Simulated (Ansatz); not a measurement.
## As under a change: pressure 7.5 GPa

Consider As in the A7 type structure (space group R-3m, No. 166; a = 3.7840 Å, c = 10.1065 Å (hexagonal axes); layered).

Now apply this change: a hydrostatic pressure of 7.5 GPa.

All numbers come from Ansatz (a quantum-chemistry and plane-wave program) PBE-D3(BJ), no spin-orbit coupling, earlier PAW set. Γ-centred 11×11×11 mesh, Fermi–Dirac width 0.05 eV.

```json
[
 {"quantity": "volume per atom", "base": "20.89 Å³", "changed": "18.75 Å³", "shift": "-2.134 Å³"},
 {"quantity": "density", "base": "5.96 g/cm³", "changed": "6.63 g/cm³", "shift": "+0.678 g/cm³"},
 {"quantity": "lattice parameter a", "base": "3.784 Å", "changed": "3.704 Å", "shift": "-0.080 Å"},
 {"quantity": "c/a ratio", "base": "2.671", "changed": "2.558", "shift": "-0.113"},
 {"quantity": "band gap", "base": "zero", "changed": "zero", "shift": "–"}
]
```

The mesh was chosen for an insulator and is coarse for the gapless case. Load acts through the strain it causes; cell and atoms are relaxed under it. Stability against distortions was not tested. No other phases were tried under pressure.
